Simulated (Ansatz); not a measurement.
A self-consistent single point of TiTc (P4mm, 2 atoms in the cell) with Ansatz (a quantum-chemistry and plane-wave program).

Method of the run: PBEsol, harder PAW files (source: ansatz) made with PBE (plane waves; Ansatz).

```xyz
2
Lattice="3.1038 0.0000 0.0000 0.0000 3.1038 0.0000 0.0000 0.0000 3.1038" Properties=species:S:1:pos:R:3 pbc="T T T"
Ti     1.5519     1.5519     1.6019
Tc     0.0000     0.0000     0.0000
```

Reference input (self-consistent single point, DFT, PBEsol, plane waves, default PAW files made with PBE): basis.ecutwfc = 500 eV; kpoints.mp_grid.grid = 11 11 11; hamiltonian.xc = pbesol; hamiltonian.pseudopotentials = {kind: paw} (the program's default PAW files); scf.occupations.method = fermi_dirac; scf.occupations.width = 0.1 eV. This run's input differs from it in these lines:

Ansatz 0.2 input:
```diff
@@ -9,3 +9,3 @@
 basis:
-  ecutwfc: 500.0
+  ecutwfc: 520.0
 kpoints:
@@ -14,3 +14,3 @@
   xc: pbesol
-  pseudopotentials: { kind: paw }
+  pseudopotentials: { kind: paw, source: ansatz }
 scf:
```

Output, abridged:

```
SCF iter   1: F=—  HF=-7815.066002 eV  |F-HF|=—  |Δ(HF+E_count)|=         —  Δρ=1.61e-1  dr2=1.27e1  ethr=3.10e-3  ⟨swp⟩=5.0  Hψ=9236  notcnv=0
all-band conjugate gradients solve this SCF's bands
preconditioner: auto → none
SCF iter   2: F=—  HF=-7813.384434 eV  |F-HF|=—  |Δ(HF+E_count)|=    1.68e0  Δρ=1.03e-1  dr2=5.67e0  ethr=3.10e-3  ⟨swp⟩=2.0  Hψ=4914  notcnv=0
   [... lines left out ...]
SCF iter   7: F=—  HF=-7812.611357 eV  |F-HF|=—  |Δ(HF+E_count)|=   2.61e-7  Δρ=4.77e-5  dr2=1.17e-6  ethr=2.36e-8  ⟨swp⟩=1.1  Hψ=2285  notcnv=0
SCF iter   8: F=-7812.611357 eV  HF=-7812.611357 eV  |F-HF|=3.55e-8  |Δ(HF+E_count)|=   1.33e-7  Δρ=9.29e-6  dr2=3.91e-8  ethr=3.70e-10  ⟨swp⟩=3.6  Hψ=8608  notcnv=0
the search or the solves at the SCF's close seem to have found levels that the self-consistency loop had missed (the run counts 1) …
SCF 1 converged in 8 iterations: F = -7812.611357 eV  dr2 = 3.91e-8
Free energy (F): -7812.611357 eV
Internal energy: -7812.547679 eV  (E = F + TS)
E sigma→0 (E₀):  -7812.579518 eV
Entropy (-TS):   -0.063678 eV (-31.839 meV/atom)
Fermi energy:    17.973897 eV
--- Forces (eV/Å), atoms counted from 1 ---
  atom   1  Ti     0.00000000     0.00000000    -0.38053576
  atom   2  Tc     0.00000000     0.00000000     0.38056238
--- Stress (GPa, compression-positive) ---
       -6.645496       0.000000       0.000000
        0.000000      -6.645496       0.000000
        0.000000       0.000000      -6.829836
  P = ⅓ Tr σ = -6.7069 GPa (-67.069 kbar)
  The stress holds the Pulay correction. Without it, at fixed plane waves, as pw.x and ABINIT print it: P = -8.1544 GPa
```

The run converged in 8 iterations. Against the reference run the pressure hardly changes (-6.69 to -6.71 GPa) and the largest force moves little (0.379 to 0.381 eV/Å).

The starting cell comes from a database of computed structures (which also holds hypothetical and non-ambient phases and stackings), without a prior relaxation at this level. Its lattice was rescaled by up to half a per cent. One atom was moved a little off its site on purpose. Spin polarisation is off. Ansatz's pressure includes its estimate of the finite-basis (Pulay) stress. Without the estimate this run gives -8.15 GPa. The cutoff lies below the one recommended for these files.
